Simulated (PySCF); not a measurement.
PySCF 2.14.0, PBE/def2-svp, df: Cr(O)4 ([O]=[Cr-2](=[O])(=[O])=[O]), charge -2, multiplicity 1, 5 atoms. The geometry is a generated start, not checked to be a minimum at this level.

| Quantity | Value |
|---|---|
| task | energy |
| method | pbe |
| basis | def2-svp |
| two-electron scheme | density fitting |
| mol.max_memory | 3000 MB |
| mf.max_cycle | 100 |
| mf.init_guess | minao (default) |
| mf.DIIS | CDIIS (default) |
| mf.conv_tol | 1e-09 (default) |
| mf.grids.level | 3 (default) |
| basis functions | 87 |
| grid points | 77232 |

```xyz
5

Cr     0.0006     0.0002     0.0002
O      1.1452     0.6667    -0.9563
O      0.7178    -0.8357     1.2064
O     -0.9283    -1.0107    -0.8856
O     -0.9353     1.1795     0.6353
```

Charge -2 and multiplicity 1 are set for this test and not shown to be the ground state.

One run each on 2 threads, 1 BLAS thread. Values of diis_space tried: 3, 5, 8 (default), 12, 20.

Task: Which value of diis_space needs the fewest Fock builds, and what happens away from it?

Result: Fewest Fock builds, within one of each other: 8 (default) with 18, 12 with 17, 20 with 17. The count rises to 25 at 5. The run ends without SCF convergence in 100 cycles at 3.

```json
[
 {"diis_space": "3", "Fock builds": "101", "end": "no convergence"},
 {"diis_space": "5", "Fock builds": "25", "end": "same solution"},
 {"diis_space": "8 (default)", "Fock builds": "18", "end": "same solution"},
 {"diis_space": "12", "Fock builds": "17", "end": "same solution"},
 {"diis_space": "20", "Fock builds": "17", "end": "same solution"}
]
```
